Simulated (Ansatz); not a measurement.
Si (I4_1/amd), r2SCAN with spin-orbit coupling, rigid bands run with Ansatz (a first-principles code): Condition of this run: biaxial stress in (001) of 3.6 GPa (compression positive) (the target of the relaxation). band gap 0.49 eV, N_c = 1.96e19 cm⁻³ and N_v = 9.69e18 cm⁻³ at 300 K, conductivity masses along x (a = (0.00, 2.66, 2.76) Å; b = (2.66, 0.00, 2.76) Å; c = (2.66, 2.66, 0.00) Å) of 0.335 mₑ (electrons) and 0.273 mₑ (holes). Take k_BT = 0.02585 eV.

Task: What built-in voltage has an abrupt junction with N_A = 1e17 and N_D = 1e17 cm⁻³, all dopants ionised?

Result: V_bi = E_g/e − (k_BT/e) ln(N_c N_v/(N_A N_D)) = 0.49 − 0.02585 × 9.85 = 0.24 V. It follows the computed gap one for one.

Task: What thermal injection velocity √(2k_BT/πm) limits a ballistic channel along the direction named?

Result: 9.30e6 cm/s for electrons and 1.03e7 cm/s for holes, a ratio of √(m_h/m_e) = 0.903, for dilute carriers.

Task: A film of it is 8 nm thick, with its normal along the direction named. Estimate the confinement energies in an infinite well.

Result: ħ²π²/(2m t²) = 0.376 eV·nm²/(m/mₑ × t²) gives 17.5 meV for electrons and 21.5 meV for holes, so the gap would widen to about 0.53 eV. Finite barriers and nonparabolic bands lower this, and with several valleys or bands the heaviest mass along the normal sets the lowest level, not this average.

Rigid, parabolic bands with the computed gap; masses take one relaxation time for all states. Geometry: cell and atoms relaxed with PBEsol.
